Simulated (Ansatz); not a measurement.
## A computed series for K3P: pressure series

Consider K$_{3}$P (space group P6_3/mmc, No. 194; a model cell).

```yaml
crystal:
  lattice:
    - [5.67370, 0.00000, 0.00000]
    - [-2.83685, 4.91357, 0.00000]
    - [0.00000, 0.00000, 10.03602]
  atoms:
    - { symbol: K, position: [0.00000, 0.00000, 0.25000] }
    - { symbol: K, position: [0.00000, 0.00000, 0.75000] }
    - { symbol: K, position: [0.33333, 0.66667, 0.91900] }
    - { symbol: K, position: [0.66667, 0.33333, 0.41900] }
    - { symbol: K, position: [0.66667, 0.33333, 0.08100] }
    - { symbol: K, position: [0.33333, 0.66667, 0.58100] }
    - { symbol: P, position: [0.33333, 0.66667, 0.25000] }
    - { symbol: P, position: [0.66667, 0.33333, 0.75000] }
```

Cell and atoms are relaxed at each pressure.

All numbers come from Kohn–Sham DFT with the r2SCAN functional, run in Ansatz (a program for electronic structure) with PAW and 500 eV plane waves, no spin-orbit coupling.

| pressure (GPa) | volume per atom (Å³/atom) |
|---|---|
| -2 | 42.258 |
| -1 | 37.666 |
| 0 | 34.973 |
| 0.7 | 33.592 |
| 1.5 | ? |
| 3 | 30.398 |
| 5 | 28.513 |
| 7.5 | 26.753 |
| 10 | 25.393 |

Q: Fit the third-order Birch–Murnaghan form P(V) = (3B₀/2)[(V₀/V)^(7/3) − (V₀/V)^(5/3)]·[1 + (3/4)(B₀′ − 4)((V₀/V)^(2/3) − 1)] (squares taken in P) to the rows shown and predict the withheld row.

A: Least squares on the printed values gives V₀ = 34.994 Å³/atom, B₀ = 15.8 GPa, B₀′ = 4.2; this predicts 32.299 Å³/atom, and the run gives 32.296 Å³/atom, 0.003 lower.

Load acts through the strain it causes; cell and atoms are relaxed under it. Whether these cells are dynamically stable was not tested. No other phases were tried under pressure.
